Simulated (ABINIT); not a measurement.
# A self-consistent single point of LaH3 (I4/mmm, 4 atoms in the cell) with ABINIT

Method: LDA (PW92), PAW (JTH v2.0 LDA PAW) (plane waves; ABINIT).

Input:

```
# LaH3, JTH v2.0 LDA PAW
pp_dirpath "./"
pseudos "La.LDA_PW-JTH.xml, H.LDA_PW-JTH.xml"
acell 3*1.0
rprim
        -3.5294131371    3.5294131371    5.7458653497
         3.5294131371   -3.5294131371    5.7458653497
         3.5294131371    3.5294131371   -5.7458653497
natom 4
ntypat 2
znucl 57 1
typat 1 2 2 2
xred
         0.0000000000    0.0000000000    0.0000000000
         0.7500000000    0.2500000000    0.5000000000
         0.2500000000    0.7500000000    0.5000000000
         0.5000000000    0.5000000000    0.0000000000
ecut 30
pawecutdg 60
pawxcdev 0
ixc 7
occopt 3
tsmear 0.02 eV
nband 12
kptopt 1
ngkpt 4 4 4
nshiftk 1
shiftk 0 0 0
nstep 50
tolvrs 1.0e-11
prtwf 0
prtden 0
enunit 1
```

Output, abridged:

```
 Symmetries : space group I4/m m m (#139); Bravais tI (body-center tetrag.)

 -outvars: echo values of preprocessed input variables --------
            acell      1.0000000000E+00  1.0000000000E+00  1.0000000000E+00 Bohr
             ecut      3.00000000E+01 Hartree
           enunit           1
              ixc           7
         kptrlatt        4    0    0      0    4    0      0    0    4
          kptrlen      2.82353051E+01
            natom           4
            nband          12
            ngfft          40      40      40
          ngfftdg          54      54      54
             nkpt          13
            nstep          50
             nsym          16
           ntypat           2
           occopt           3
        pawecutdg      6.00000000E+01 Hartree
         pawxcdev           0
            rprim     -3.5294131371E+00  3.5294131371E+00  5.7458653497E+00
                       3.5294131371E+00 -3.5294131371E+00  5.7458653497E+00
                       3.5294131371E+00  3.5294131371E+00 -5.7458653497E+00
          spgroup         139
           tolvrs      1.00000000E-11
           tsmear      7.34986508E-04 Hartree
            typat      1  2  2  2
           useylm           1
             xred      0.0000000000E+00  0.0000000000E+00  0.0000000000E+00
                       7.5000000000E-01  2.5000000000E-01  5.0000000000E-01
                       2.5000000000E-01  7.5000000000E-01  5.0000000000E-01
                       5.0000000000E-01  5.0000000000E-01  0.0000000000E+00
            znucl       57.00000    1.00000

== DATASET  1 ==================================================================

 Exchange-correlation functional for the present dataset will be:
  LDA: Perdew-Wang 92 LSD fit to Ceperley-Alder data - ixc=7
 Citation for XC functional:
  J.P.Perdew and Y.Wang, PRB 45, 13244 (1992)

 Real(R)+Recip(G) space primitive vectors, cartesian coordinates (Bohr,Bohr^-1):
 R(1)= -3.5294131  3.5294131  5.7458653  G(1)=  0.0000000  0.1416666  0.0870191
 R(2)=  3.5294131 -3.5294131  5.7458653  G(2)=  0.1416666  0.0000000  0.0870191
 R(3)=  3.5294131  3.5294131 -5.7458653  G(3)=  0.1416666  0.1416666  0.0000000
 Unit cell volume ucvol=  2.8629940E+02 bohr^3
 Angles (23,13,12)=  1.24745090E+02  1.24745090E+02  8.19606776E+01 degrees

 Coarse grid specifications (used for wave-functions):

 getcut: wavevector=  0.0000  0.0000  0.0000  ngfft=  40  40  40
         ecut(hartree)=     30.000   => boxcut(ratio)=   2.13317

 Fine grid specifications (used for densities):

 getcut: wavevector=  0.0000  0.0000  0.0000  ngfft=  54  54  54
         ecut(hartree)=     60.000   => boxcut(ratio)=   2.03559

   9.05827885E+02                                ecore*ucvol(ha*bohr**3)

_setup2: Arith. and geom. avg. npw (full set) are    2248.828    2248.813

--- !BeginCycle
solver: {iscf: 17, nstep: 50, nline: 4, wfoptalg: 10, }
tolerances: {tolvrs: 1.00E-11, }
...

     iter   Etot(hartree)      deltaE(h)  residm     nres2
 ETOT  1  -33.656952775873    -3.366E+01 4.314E-01 1.035E+01
 ETOT  2  -34.001579309966    -3.446E-01 4.349E-02 3.091E+00
 ETOT  3  -33.998444430845     3.135E-03 2.361E-03 4.436E-01
 ETOT  4  -33.997990752544     4.537E-04 5.565E-03 1.295E-01
 ETOT  5  -33.997810165327     1.806E-04 1.592E-03 1.266E-03
 ETOT  6  -33.997813722909    -3.558E-06 9.000E-04 3.163E-04
   [... 3 lines left out ...]
 ETOT 10  -33.997813145023     6.462E-11 6.047E-05 3.933E-08
 ETOT 11  -33.997813144979     4.356E-11 3.261E-05 3.353E-09
 ETOT 12  -33.997813144978     9.450E-13 3.091E-05 4.783E-10
 ETOT 13  -33.997813144977     6.182E-13 3.946E-05 5.880E-11
 ETOT 14  -33.997813144977     2.700E-13 1.919E-05 2.941E-13

 At SCF step   14       nres2   =  2.94E-13 < tolvrs=  1.00E-11 =>converged.

 Cartesian components of stress tensor (hartree/bohr^3)
  sigma(1 1)=  9.23123392E-05  sigma(3 2)=  0.00000000E+00
  sigma(2 2)=  9.23123392E-05  sigma(3 1)=  0.00000000E+00
  sigma(3 3)=  8.19616660E-05  sigma(2 1)=  0.00000000E+00

 ----iterations are completed or convergence reached----

 reduced coordinates (array xred) for    4 atoms
       0.000000000000      0.000000000000      0.000000000000
       0.750000000000      0.250000000000      0.500000000000
       0.250000000000      0.750000000000      0.500000000000
       0.500000000000      0.500000000000      0.000000000000
 cartesian forces (eV/Angstrom) at end:
    1     -0.00000000000000    -0.00000000000000    -0.00000000000000
    2     -0.00000000000000    -0.00000000000000    -0.00000000000000
    3     -0.00000000000000    -0.00000000000000    -0.00000000000000
    4     -0.00000000000000    -0.00000000000000    -0.00000000000000
 frms,max,avg= 0.0000000E+00 0.0000000E+00   0.000E+00  0.000E+00  0.000E+00 e/A
 length scales=  1.000000000000  1.000000000000  1.000000000000 bohr
              =  0.529177208590  0.529177208590  0.529177208590 angstroms
 Fermi (or HOMO) energy (eV) =   4.04494   Average Vxc (eV)= -10.71092
 Eigenvalues (   eV  ) for nkpt=  13  k points:
 kpt#   1, nband= 12, wtk=  0.01563, kpt=  0.0000  0.0000  0.0000 (reduced coord)
 -28.76701  -11.97076  -11.89162  -11.89162   -3.48227    1.85074    3.94660    4.24277
   5.30841    5.30841    5.65874    5.90373
 prteigrs : prtvol=0 or 1, do not print more k-points.

--- !EnergyTerms
comment             : Components of total free energy in Hartree
kinetic             :  1.12250468287964E+01
hartree             :  3.40617828823448E+00
xc                  : -1.14291756830184E+01
Ewald energy        : -3.02449997424123E+01
psp_core            :  3.16391825676359E+00
local_psp           : -1.11132265442942E+01
spherical_terms     :  9.94447733019522E-01
internal            : -3.39978108629109E+01
'-kT*entropy'       : -2.21454534331849E-06
total_energy        : -3.39978130774563E+01
total_energy_eV     : -9.25127542051190E+02
...

-Cartesian components of stress tensor (GPa)         [Pressure= -2.6144E+00 GPa]
- sigma(1 1)=  2.71592233E+00  sigma(3 2)=  0.00000000E+00
- sigma(2 2)=  2.71592233E+00  sigma(3 1)=  0.00000000E+00
- sigma(3 3)=  2.41139506E+00  sigma(2 1)=  0.00000000E+00

 Calculation completed.
```

The run converged in 14 iterations.

The starting cell comes from a database of computed structures (which also holds hypothetical and non-ambient phases and stackings), without a prior relaxation at this level. Its lattice was rescaled by up to half a per cent.
